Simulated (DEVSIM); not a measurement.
System: abrupt Si p-n junction, at 250 K.

Layer 1 from the left is Si, thickness (μm) 4.20, Na (cm⁻³) 3.6e16, τn (s) 0.00035, τp (s) 0.00035. Layer 2 from the left is Si, thickness (μm) 8.90, Nd (cm⁻³) 2.7e15, τn (s) 0.00035, τp (s) 1e-5.

Left contact: ohmic. Right contact: ohmic. Voltage is applied to the left contact. Recombination: SRH at mid-gap, radiative, Auger. Mobility is constant in doping.

This is a model device: material constants are rounded textbook-type values typed into the input, and sizes, dopings and lifetimes were drawn at random. Values at 300 K; Nc and Nv go as T^1.5, mobilities as T to minus their exponent, the gap by Varshni's rule with the affinity fixed.

Si: gap (eV) 1.124, affinity (eV) 4.05, permittivity 11.7, Nc (cm⁻³) 2.86e19, Nv (cm⁻³) 3.1e19, μn (cm²/Vs) 1417, μp (cm²/Vs) 470, T exponent of μn 2.3, T exponent of μp 2.2, B (cm³/s) 4.7e-15, Cn (cm⁶/s) 2.8e-31, Cp (cm⁶/s) 9.9e-32, Varshni α (eV/K) 0.000473, Varshni β (K) 636.

DEVSIM, 1D drift-diffusion, Boltzmann statistics, complete ionisation; no tunnelling, impact ionisation, image-force lowering or self-heating.

Q: What does the simulation give for the dark forward voltage at 100 A/cm², the largest field in the device at zero bias?

A: dark forward voltage at 100 A/cm² 0.831 V; largest field in the device at zero bias 24000 V/cm.
